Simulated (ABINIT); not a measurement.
Band structure of Ta (Im-3m, 1 atom in the cell).

```
CELL_PARAMETERS angstrom
     -1.65000     1.65000     1.65000
      1.65000    -1.65000     1.65000
      1.65000     1.65000    -1.65000
ATOMIC_POSITIONS crystal
  Ta 0.00000 0.00000 0.00000
```

Computed with PBE, norm-conserving pseudopotentials (PseudoDojo nc-sr-05 PBE standard) (plane waves; ABINIT).

Settings: pseudos = [Ta.upf]; ecut = 58 Ry; occopt = 3; tsmear = 0.05 eV; ngkpt = 14 14 14; nshiftk = 1; shiftk = 0 0 0; potentials = PseudoDojo nc-sr-05 PBE standard; kptopt = 1; nstep = 100; tolvrs1 = 1e-11; ndtset = 2; getden2 = 1.

The starting cell has typed, rounded lattice constants, without a prior relaxation at this level. Spin-orbit coupling is off. Spin polarisation is off.

Levels in eV from the Fermi level, bands 3 to 10:
| point | 3 | 4 | 5 | 6 | 7 | 8 | 9 | 10 |
|---|---|---|---|---|---|---|---|---|
| Γ | -33.04 | -33.04 | -7.91 | 0.74 | 0.74 | 0.74 | 4.03 | 4.03 |
| H | -33.87 | -33.87 | -3.81 | -3.81 | 6.87 | 6.87 | 6.87 | 8.61 |
| N | -33.43 | -33.05 | -4.38 | -1.54 | 1.60 | 3.91 | 4.94 | 7.84 |
| P | -33.64 | -33.64 | -1.22 | -1.22 | -1.22 | 5.12 | 5.12 | 7.08 |

Bands cross the Fermi level along this path, so the cell is metallic at this level.
